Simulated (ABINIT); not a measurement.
A self-consistent single point of Sb (R-3m, 2 atoms in the cell) with ABINIT.

Computed with PBE, norm-conserving pseudopotentials (PseudoDojo nc-sr-05 PBE standard) (plane waves; ABINIT 10.0.3).

The change in words: lattice scaled by 0.98. Reference geometry:
```xyz
2
Lattice="2.1636 1.2491 3.8061 -2.1636 1.2491 3.8061 0.0000 -2.4983 3.8061" Properties=species:S:1:pos:R:3 pbc="T T T"
Sb     0.0000     0.0000     3.0631
Sb     0.0000     0.0000     8.3553
```

Reference input (self-consistent single point, DFT, PBE, plane waves, norm-conserving pseudopotentials (PseudoDojo nc-sr-05 PBE standard)): pseudos = [Sb.upf]; ecut = 40 Ha; occopt = 3; tsmear = 0.00499791 Ha; ngkpt = 8 8 8; nshiftk = 1; shiftk = 0 0 0; potentials = PseudoDojo nc-sr-05 PBE standard; nband = 21; kptopt = 1; nstep = 50; tolvrs = 1e-11. This run's input differs from it in these lines:

```diff
@@ -5,5 +5,5 @@
 rprim
-         2.1635670088    1.2491359949    3.8061350000
-        -2.1635670088    1.2491359949    3.8061350000
-         0.0000000000   -2.4982719899    3.8061350000
+         2.1202958848    1.2241531722    3.7300120747
+        -2.1202958848    1.2241531722    3.7300120747
+         0.0000000000   -2.4483070274    3.7300118506
 natom 2
@@ -13,4 +13,4 @@
 xcart
-         0.0000000000   -0.0000000000    5.7884225968
-         0.0000000000   -0.0000000000   15.7892356333
+         0.0000000000   -0.0000003462    5.6726536886
+         0.0000000000   -0.0000009444   15.4734496761
 ecut 40
```

The program printed (abridged):

```
--- !BeginCycle
solver: {iscf: 7, nstep: 50, nline: 4, wfoptalg: 0, }
tolerances: {tolvrs: 1.00E-11, }
...

     iter   Etot(hartree)      deltaE(h)  residm     vres2
 ETOT  1  -181.54044995787    -1.815E+02 1.152E+00 2.200E+00
 ETOT  2  -181.86159156253    -3.211E-01 2.761E-02 3.893E+00
 ETOT  3  -181.86207893111    -4.874E-04 2.778E-03 7.583E-01
 ETOT  4  -181.86217705133    -9.812E-05 2.825E-03 2.723E-02
 ETOT  5  -181.86218108753    -4.036E-06 2.389E-03 3.443E-03
   [... 2 lines left out ...]
 ETOT  8  -181.86218137798    -4.161E-11 1.140E-03 8.761E-08
 ETOT  9  -181.86218137799    -9.919E-12 4.454E-04 1.678E-09
 ETOT 10  -181.86218137799     1.762E-12 4.192E-04 2.870E-11
 ETOT 11  -181.86218137799    -1.847E-12 6.784E-04 4.576E-13
 At SCF step   11       vres2   =  4.58E-13 < tolvrs=  1.00E-11 =>converged.

 Cartesian components of stress tensor (hartree/bohr^3)
  sigma(1 1)= -2.13628513E-04  sigma(3 2)= -2.12231274E-12
  sigma(2 2)= -2.13628514E-04  sigma(3 1)=  0.00000000E+00
  sigma(3 3)= -1.73697178E-04  sigma(2 1)=  0.00000000E+00

 ----iterations are completed or convergence reached----

 reduced coordinates (array xred) for    2 atoms
       0.268259998830      0.268259998830      0.268259998821
       0.731739996805      0.731739996805      0.731739996796
 cartesian forces (eV/Angstrom) at end:
    1     -0.00000000000000     0.00000003984757    -0.65300586773004
    2      0.00000000000000    -0.00000003984757     0.65300586773004
 frms,max,avg= 3.7701311E-01 6.5300587E-01   0.000E+00  0.000E+00  0.000E+00 e/A
   [... lines left out ...]
 Fermi (or HOMO) energy (hartree) =   0.12879   Average Vxc (hartree)=  -0.37883
   [... lines left out ...]
total_energy        : -1.81862181377993E+02
total_energy_eV     : -4.94872162709351E+03
band_energy         : -1.98685998480189E+01
...

-Cartesian components of stress tensor (GPa)         [Pressure=  5.8936E+00 GPa]
- sigma(1 1)= -6.28516679E+00  sigma(3 2)= -6.24405861E-08
- sigma(2 2)= -6.28516681E+00  sigma(3 1)=  0.00000000E+00
- sigma(3 3)= -5.11034655E+00  sigma(2 1)=  0.00000000E+00

 Calculation completed.
```

The run converged in 11 iterations. Against the reference run the free energy goes up by 44.0 meV/atom, the pressure goes from 1.87 to 5.89 GPa and the largest force goes from 0.284 to 0.653 eV/Å.

The starting cell comes from a database of computed structures (which also holds hypothetical and non-ambient phases and stackings), without a prior relaxation at this level. Its lattice was rescaled by a random factor within 2.5 % of one. For this run, on top of that: lattice scaled by 0.98. With a pressure of about 6 GPa the cell is away from its equilibrium volume at this level.

Cost on one core of a shared machine: roughly 9 min.
